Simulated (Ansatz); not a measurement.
The starting structures come from a database of crystals and need not be the phases stable at ambient conditions.

Data:

```
CELL_PARAMETERS angstrom
      3.26693     0.00000     0.00000
      0.00000     5.44527     0.00000
      0.00000     0.00000     6.50500
ATOMIC_POSITIONS crystal
  Hf 0.75000 0.75132 0.10787
  Hf 0.25000 0.24868 0.89213
  Hf 0.25000 0.74868 0.60787
  Hf 0.75000 0.25132 0.39213
  O  0.25000 0.97921 0.34145
  O  0.75000 0.02079 0.65855
  O  0.75000 0.52079 0.84145
  O  0.25000 0.47921 0.15855
  O  0.25000 0.86050 0.92340
  O  0.75000 0.13950 0.07660
  O  0.75000 0.63950 0.42340
  O  0.25000 0.36050 0.57660
```

Space group of this cell: Pnma. The cell is strained (lengths across the current scaled by 0.98, ions clamped); by r2SCAN its mean pressure is 8.9 GPa.

Transport runs along the normal of the first two printed cell vectors.

No gap correction and no spin-orbit coupling; mid-gap values are interpolated between computed energies.

Task: Give the band gap and the smallest decay constant κ at mid-gap that r2SCAN (Ansatz, a quantum-chemistry and plane-wave program) yields.

Result: Gap 4.05 eV on a 10×6×6 mesh; κ = 0.419 1/Å, at the zone centre.
